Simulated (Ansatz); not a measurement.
Structures of equal composition on the (000-1) surface of wurtzite GaN (N plane on top): 2x2 Ga adatom at H3; 2x2 Ga adatom at T1; 2x2 Ga adatom at T4. The slabs share one bottom face, and each structure is named by its start. These are constructed structures in small cells; real faces may alloy, dewet or reconstruct in larger ones, and not all known structures of the face are among them. Slabs of about 14 Å with all that they carry, Fermi-Dirac smearing of 0.025 eV. Bottom of the slabs: H caps. Relaxed from the named starts with such symmetry as they have, on meshes of like density; energies extrapolated to zero smearing; no spin-orbit coupling, no U. Spin-polarised runs, if any, are marked in brackets, and their order is one that fits the cell; the others ran without spin. Where a second, spin-polarised start was run, the lower counts.

Host crystal: wurtzite GaN, with a band gap (PBE, scalar-relativistic without spin-orbit coupling).

These are r2SCAN, at the PBE geometry (plane waves to 500 eV, PAW; Ansatz, a program for electronic structure) values and carry that method's errors.

### Question
Put the candidates in order of energy per 1x1 cell, lowest first, for r2SCAN, at the PBE geometry.

### Answer
2x2 Ga adatom at H3 (0.000 eV, gap 0.79 eV on the mesh), 2x2 Ga adatom at T4 (0.266 eV (3 Ga–N bonds formed), gap 0.42 eV on the mesh), 2x2 Ga adatom at T1 (0.467 eV, no gap over 0.04 eV on the mesh)
